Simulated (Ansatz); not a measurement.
A self-consistent single point of TiGa3 (I4mm, 4 atoms in the cell) with Ansatz (an electronic-structure program).

Computed with LDA (PW92), harder PAW files (source: ansatz) made with PBE (plane waves; Ansatz).

The change in words: lattice scaled by 0.98; basis.ecutwfc: 420 eV → 2040 eV; hamiltonian.pseudopotentials: {kind: paw} (the program's default PAW files) → {kind: paw, source: ansatz}. Reference geometry:
```yaml
crystal:
  lattice:
    - [-1.87479, 1.87479, 4.35533]
    - [1.87479, -1.87479, 4.35533]
    - [1.87479, 1.87479, -4.35533]
  atoms:
    - { symbol: Ti, position: [0.00574, 0.00574, 0.00000] }
    - { symbol: Ga, position: [0.75000, 0.25000, 0.50000] }
    - { symbol: Ga, position: [0.25000, 0.75000, 0.50000] }
    - { symbol: Ga, position: [0.50000, 0.50000, 0.00000] }
```

Reference input (self-consistent single point, DFT, LDA (PW92), plane waves, default PAW files made with PBE): basis.ecutwfc = 420 eV; kpoints.mp_grid.grid = 7 7 7; hamiltonian.xc = lda; hamiltonian.pseudopotentials = {kind: paw} (the program's default PAW files); scf.occupations.method = gaussian; scf.occupations.width = 0.1 eV. This run's input differs from it in these lines:

Ansatz 0.2 input:
```diff
@@ -2,5 +2,5 @@
   lattice:
-    - [-1.874789, 1.874789, 4.355330]
-    - [1.874789, -1.874789, 4.355330]
-    - [1.874789, 1.874789, -4.355330]
+    - [-1.837293, 1.837293, 4.268223]
+    - [1.837293, -1.837293, 4.268223]
+    - [1.837293, 1.837293, -4.268223]
   atoms:
@@ -11,3 +11,3 @@
 basis:
-  ecutwfc: 420.0
+  ecutwfc: 2040.0
 kpoints:
@@ -19,2 +19,3 @@
     kind: paw
+    source: ansatz
 scf:
```

Output (repeated stretches shortened):

```
SCF iter   1: F=—  HF=-27467.439393 eV  |F-HF|=—  |Δ(HF+E_count)|=         —  Δρ=9.46e-2  dr2=4.60e0  ethr=3.10e-3  ⟨swp⟩=6.5  Hψ=6422  notcnv=0
all-band conjugate gradients solve this SCF's bands
preconditioner: auto → Kerker (q_TF=auto, 2.851 Å⁻¹)
SCF iter   2: F=—  HF=-27466.272128 eV  |F-HF|=—  |Δ(HF+E_count)|=    1.17e0  Δρ=3.32e-2  dr2=4.23e-1  ethr=3.10e-3  ⟨swp⟩=3.1  Hψ=3532  notcnv=0  defer=85
   [... lines left out ...]
SCF iter   7: F=—  HF=-27466.095331 eV  |F-HF|=—  |Δ(HF+E_count)|=   4.50e-5  Δρ=1.78e-4  dr2=1.10e-5  ethr=2.37e-7  ⟨swp⟩=2.0  Hψ=2023  notcnv=0  defer=85
SCF iter   8: F=—  HF=-27466.095457 eV  |F-HF|=—  |Δ(HF+E_count)|=   1.26e-4  Δρ=1.63e-4  dr2=4.42e-6  ethr=1.46e-8  ⟨swp⟩=2.0  Hψ=3215  notcnv=0  defer=85
SCF iter   9: F=—  HF=-27466.095455 eV  |F-HF|=—  |Δ(HF+E_count)|=   1.49e-6  Δρ=2.58e-5  dr2=2.34e-7  ethr=5.90e-9  ⟨swp⟩=2.0  Hψ=2908  notcnv=0  defer=85
SCF iter  10: F=-27466.095455 eV  HF=-27466.095455 eV  |F-HF|=7.04e-9  |Δ(HF+E_count)|=   3.88e-8  Δρ=5.59e-6  dr2=1.14e-8  ethr=1.33e-10  ⟨swp⟩=12.2  Hψ=8902  notcnv=0
SCF 1 converged in 10 iterations: F = -27466.095455 eV  dr2 = 1.14e-8
Free energy (F): -27466.095455 eV
Internal energy: -27466.090339 eV  (E = F + TS)
E sigma→0 (E₀):  -27466.092897 eV
Entropy (-TS):   -0.005116 eV (-1.279 meV/atom)
Fermi energy:    15.500899 eV
--- Forces (eV/Å), atoms counted from 1 ---
  atom   1  Ti     0.00000000    -0.00000000    -0.34044088
  atom   2  Ga     0.00000000    -0.00000000     0.20687167
  atom   3  Ga    -0.00000000    -0.00000000     0.20687167
  atom   4  Ga    -0.00000000    -0.00000000    -0.07330445
--- Stress (GPa, compression-positive) ---
        2.797428       0.000000      -0.000000
        0.000000       2.797428      -0.000000
       -0.000000       0.000000       3.082070
  P = ⅓ Tr σ = 2.8923 GPa (28.923 kbar)
  The stress holds the Pulay correction. Without it, at fixed plane waves, as pw.x and ABINIT print it: P = 2.8869 GPa
```

The run converged in 10 iterations. Against the reference run the pressure goes from -4.31 to 2.89 GPa and the largest force goes from 0.265 to 0.340 eV/Å.

The starting cell comes from a database of computed structures (which also holds hypothetical and non-ambient phases and stackings), without a prior relaxation at this level. Its lattice was rescaled by up to half a per cent. One atom was moved a little off its site on purpose. For this run, on top of that: lattice scaled by 0.98. Spin polarisation is off. Ansatz's pressure includes its estimate of the finite-basis (Pulay) stress.

Cost on one core of a shared machine: roughly 80 s.
